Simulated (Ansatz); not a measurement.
Worked calculations on one periodic cell of amorphous Zr₂₀O₄₃Y₂: Zr20O43Y2, 65 atoms, volume 845.8 Å³, made by a melt-quench on the CHGNet potential and relaxed with DFT. O atoms were pushed apart under 1.9 Å during the dynamics, to hinder bonds among them. It is a model cell: composition and starting density were chosen by hand, and all elements were melted together. Cycles of charging were run to anneal it. These are PBE, scalar-relativistic without spin-orbit coupling (plane waves to 420 eV, PAW; Ansatz, a first-principles code) values and carry that method's errors. Sampling: a 2×2×2 Γ-centred mesh; Fermi-Dirac width 0.02 eV; no spin polarisation. Its volume was held where the quench left it, its shape was free, and it stands at a mean pressure of -1.4 GPa with stress components up to 1.4 GPa; the relaxation ran on the zone centre alone. Its density went from a set 5.28 to 5.28 g/cm³. The cell is small and was quenched far faster than a real film, so it is one sample of the glass.

**Question.** Count formal charges (Zr +4, O -2, Y +3). What does the count lead one to expect at the Fermi level, and what does the calculation give?

**Answer.** 20 × (+4) + 43 × (-2) + 2 × (+3) = 0. The charges balance, so the anion-derived valence states can be full and a gap can open. On this mesh the highest filled and lowest empty level lie 3.44 eV apart, the PBE gap of this cell, with a localised state at one edge or both.

Four energies for an added electron at PBE on the zone centre alone (charged cells in a uniform background, spin-polarised): neutral at the neutral geometry -115879.171 eV; charged at the neutral geometry -115866.539 eV; charged and relaxed -115867.011 eV; neutral at the charged geometry -115878.363 eV.

**Question.** Find the two relaxation energies and their sum, the reorganisation energy.

**Answer.** On charging: -115866.539 − (-115867.011) = 0.472 eV. On discharging: -115878.363 − (-115879.171) = 0.808 eV. The sum is 1.280 eV. The carrier's level spreads over 7 of the 65 atoms' worth, so it counts as partly localised, most on one Zr atom with neighbours O 2.01 Å, O 2.06 Å, O 2.11 Å, O 2.15 Å, O 2.20 Å, O 2.20 Å (neutral geometry). The values are uncorrected: the image energy of a point charge in this cell, 2.84 × 14.40 / (2 × 9.5) = 2.2 eV before screening, is screened by electrons alone at the fixed geometry and by ions too after relaxing, and the carrier can be spread before it relaxes, so each term can be off by up to that value times 1/ε∞, some tenths of an eV. PBE's self-interaction favours spread-out carriers, so a hybrid can localise more.

Four energies for a hole at PBE on the zone centre alone (charged cells in a uniform background, spin-polarised): neutral at the neutral geometry -115879.171 eV; charged at the neutral geometry -115888.247 eV; charged and relaxed -115888.596 eV; neutral at the charged geometry -115878.205 eV.

**Question.** Find the two relaxation energies and their sum, the reorganisation energy.

**Answer.** On charging: -115888.247 − (-115888.596) = 0.349 eV. On discharging: -115878.205 − (-115879.171) = 0.966 eV. The sum is 1.315 eV. The carrier's level spreads over 4 of the 65 atoms' worth, so it counts as localised, most on one O atom with neighbours Zr 2.06 Å, Zr 2.15 Å, Zr 2.16 Å (neutral geometry). The values are uncorrected: the image energy of a point charge in this cell, 2.84 × 14.40 / (2 × 9.5) = 2.2 eV before screening, is screened by electrons alone at the fixed geometry and by ions too after relaxing, and the carrier can be spread before it relaxes, so each term can be off by up to that value times 1/ε∞, some tenths of an eV. PBE's self-interaction favours spread-out carriers, so a hybrid can localise more.
